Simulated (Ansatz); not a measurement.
LaBr3 (model structure, started from the ReO3 type, Pm-3m, No. 221, 4 atoms in the cell) was calculated with PBE0 (plane waves, PAW; Ansatz, a quantum-chemistry and plane-wave program).

Run with plane-wave cutoff 460 eV, 4×4×4 k mesh, Fermi–Dirac smearing 0.01 eV, scalar-relativistic PAW data made under PBE.

Cell (relaxed with PBEsol):

```cif
data_Br3La
_chemical_formula_sum 'La1 Br3'
_space_group_name_H-M_alt 'P 1'
_space_group_IT_number 1
_cell_length_a 5.80365
_cell_length_b 5.80365
_cell_length_c 5.80365
_cell_angle_alpha 90.000
_cell_angle_beta 90.000
_cell_angle_gamma 90.000
loop_
_space_group_symop_operation_xyz
  'x, y, z'
loop_
_atom_site_label
_atom_site_type_symbol
_atom_site_fract_x
_atom_site_fract_y
_atom_site_fract_z
_atom_site_occupancy
La1 La 0.00000 0.00000 0.00000 1
Br1 Br 0.50000 0.00000 0.00000 1
Br2 Br 0.00000 0.00000 0.50000 1
Br3 Br 0.00000 0.50000 0.00000 1
```

Q: Predict the band gap and smallest direct gap on the k points sampled.

A: 
* **band gap**: 5.36 eV (on the SCF k mesh)
* **smallest direct gap on the k points sampled**: 5.91 eV

Note: the relaxation could raise the start's symmetry but not lower it, so the cell can be a saddle point; cell and atoms aren't relaxed at this level (pressure 0.9 GPa).

Spin–orbit coupling is not included.

Computing time: around 4 core-minutes (rough).

A model structure was made by putting elements into a prototype or built by hand; it is no filed structure, need not be a known phase, and can be a saddle point held by its symmetry.
